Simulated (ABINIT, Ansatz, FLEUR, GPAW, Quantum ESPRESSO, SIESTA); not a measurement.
## One structure in several programs: ZrB₂ (P6/mmm, 3 atoms in the cell)

Self-consistent single point, at a second geometry (lattice scaled by 0.98). First geometry:

```
CELL_PARAMETERS angstrom
      3.16752     0.00000     0.00000
     -1.58376     2.74315     0.00000
      0.00000     0.00000     3.55239
ATOMIC_POSITIONS crystal
  Zr 0.00000 0.00000 0.00000
  B  0.33333 0.66667 0.50000
  B  0.66667 0.33333 0.50000
```

Shared settings, as Ansatz (an electronic-structure program) writes them: kpoints.mp_grid.grid = 16 16 12; scf.occupations.method = fermi_dirac; scf.occupations.width = 0.136 eV. Potentials and cutoffs stand in the table.

```csv
code,model,ΔF from the first geometry (meV/atom),pressure (GPa),cutoff
ABINIT,"PBE, norm-conserving pseudopotentials (PseudoDojo nc-sr-05 PBE standard)",29.1,16.15,76 Ry
Ansatz,"PBE, default PAW files",29.0,15.98,420 eV
FLEUR,"PBE, all-electron FLAPW (FLEUR), scalar-relativistic valence",30.5,–,Kmax 3.8 1/bohr
SIESTA,"GGA PBE, numerical atomic orbitals DZP, PseudoDojo PBE standard norm-conserving potentials (rewritten from UPF to PSML)",28.4,15.99,grid 350 Ry
GPAW,"PBE, GPAW PAW datasets PBE (gpaw-data 1.0.1)",26.2,–,900 eV
Quantum ESPRESSO,"PBE, GBRV 1.5 ultrasoft (PBE) pseudopotentials",28.2,15.91,40 Ry
```

A dash marks a value that a program does not give, or that is left out as unsure.

The spread over the programs that give each value: ΔF from the first geometry within 4.3 meV/atom; pressure within 0.24 GPa.

SIESTA uses small atom-centred bases, whose incompleteness enters pressures, forces and empty levels differently from a plane-wave cutoff. FLEUR treats all electrons, but the usual bases taken here (sphere radii, linearisation, local orbitals, empty states) were not tested for convergence, so the values are no reference for the others. Ansatz's pressure is given at a fixed set of plane waves, as the other plane-wave codes print theirs; with its correction for the finite basis it is 16.20 GPa (the shift of 0.22 GPa shows how far the cutoff is from converged). The pressure of GPAW is left out: its cutoff lies under the one at which its stress was checked.

The starting cell comes from a database of computed structures (which also holds hypothetical and non-ambient phases and stackings), without a prior relaxation at this level. For this run, on top of that: lattice scaled by 0.98.

Keys are those of Ansatz 0.2.
